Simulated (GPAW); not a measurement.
A self-consistent single point of Al (Fm-3m, 1 atom in the cell) with GPAW.

Method: PBEsol, GPAW PAW datasets PBEsol (made by gpaw-setup) (plane waves; GPAW 25.7.0).

The change in words: lattice scaled by 0.98. Reference geometry:
```
CELL_PARAMETERS angstrom
      0.00000     2.03107     2.03107
      2.03107     0.00000     2.03107
      2.03107     2.03107     0.00000
ATOMIC_POSITIONS crystal
  Al 0.00000 0.00000 0.00000
```

Reference input (self-consistent single point, DFT PBEsol, plane waves, GPAW PAW datasets PBEsol (made by gpaw-setup)): mode = pw; ecut = 550 eV; xc = PBEsol; kpts = 7 7 7; mesh shift (steps) = 0 0 0; occupations.name = methfessel-paxton; occupations.width = 0.1 eV; occupations.order = 0; nbands = -7; symmetry.symmorphic = false; symmetry.tolerance = 0.0005; maxiter = 150. This run's input differs from it in these lines:

```diff
@@ -5,5 +5,5 @@
 atoms = Atoms(['Al'],
-              cell=[[0.000000, 2.031075, 2.031075],
-                    [2.031075, 0.000000, 2.031075],
-                    [2.031075, 2.031075, 0.000000]],
+              cell=[[0.000000, 1.990453, 1.990453],
+                    [1.990453, 0.000000, 1.990453],
+                    [1.990453, 1.990453, 0.000000]],
               positions=[[0.000000, 0.000000, 0.000000]],
```

Output, abridged:

```
     iter     time        total  log10-change:
                         energy   eigst   dens
iter:   1 --:--:--    -4.130431
iter:   2 --:--:--    -4.130744   -2.95  -0.94
iter:   3 --:--:--    -4.130922c  -2.80  -0.96
iter:   4 --:--:--    -4.130630c  -5.34  -1.97
iter:   5 --:--:--    -4.130713c  -5.32  -2.43
iter:   6 --:--:--    -4.130725c  -6.48  -2.83
iter:   7 --:--:--    -4.130730c  -6.64  -3.28
iter:   8 --:--:--    -4.130727c  -7.51c -3.12
iter:   9 --:--:--    -4.130727c  -9.06c -5.07c
Converged after 9 iterations.

Dipole moment: (0.000000, -0.000000, -0.000000) |e|*Ang

Energy contributions relative to reference atoms: (reference = -6590.127727)

Kinetic:         +5.541689
Potential:       -3.241101
External:        +0.000000
XC:              -6.422007
Entropy (-ST):   -0.002294
Local:           -0.008161
SIC:             +0.000000
--------------------------
Free energy:     -4.131874
Extrapolated:    -4.130727

Showing only first 2 kpts
 Kpt  Band  Eigenvalues  Occupancy
  0     0     -3.90518    2.00000
  0     1     20.41882    0.00000
  0     2     20.41882    0.00000

  1     0     -3.14491    2.00000
  1     1     17.34409    0.00000
  1     2     17.34409    0.00000

Fermi level: 7.66382

No gap
No difference between direct/indirect transitions
Energy (eV): -4.130727

Forces in eV/Ang:
  0 Al   -0.00000    0.00000    0.00000

Stress tensor:
    -0.011940     0.000000     0.000000
     0.000000    -0.011940    -0.000000
     0.000000    -0.000000    -0.011940
Stress (GPa, Voigt): [-1.9129 -1.9129 -1.9129 -0.      0.      0.    ]
```

The run converged in 9 iterations. GPAW prints stress with tension positive. Against the reference run the free energy falls by 4.1 meV/atom and the pressure goes from -2.93 to 1.91 GPa.

The starting cell has typed, rounded lattice constants, without a prior relaxation at this level. Its lattice was rescaled by up to half a per cent. For this run, on top of that: lattice scaled by 0.98.
